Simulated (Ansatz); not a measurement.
Take Ti in the hcp (Mg type) structure (space group P6_3/mmc, No. 194; a = 2.936 Å, c = 4.637 Å) as the base.

Calculations: r2SCAN (Ansatz, a quantum-chemistry and plane-wave program), spin-orbit coupling left out, earlier PAW set.

For the base:

- Lattice parameter a = 293.6 pm
- Band gap = zero
- c/a ratio = 1.579

The change: Mn takes the place of Ti on all its sites, then cell and atoms are relaxed.

### Question
What happens to the lattice parameter a?

### Answer
The lattice parameter a falls by 47.85 pm (293.6 pm → 245.8 pm).

### Question
Estimate the effect on the band gap.

### Answer
The band gap stays zero.

### Question
What does the calculation give for the c/a ratio after the change?

### Answer
The c/a ratio increases by 0.044 to 1.623.

Whether these cells are dynamically stable was not tested. For Mn in this form, whether it has been made was not checked. Seeded moments were not kept for Ti → Mn. The final runs are not spin-polarised. This is not the structure that Mn has at room temperature and ambient pressure.
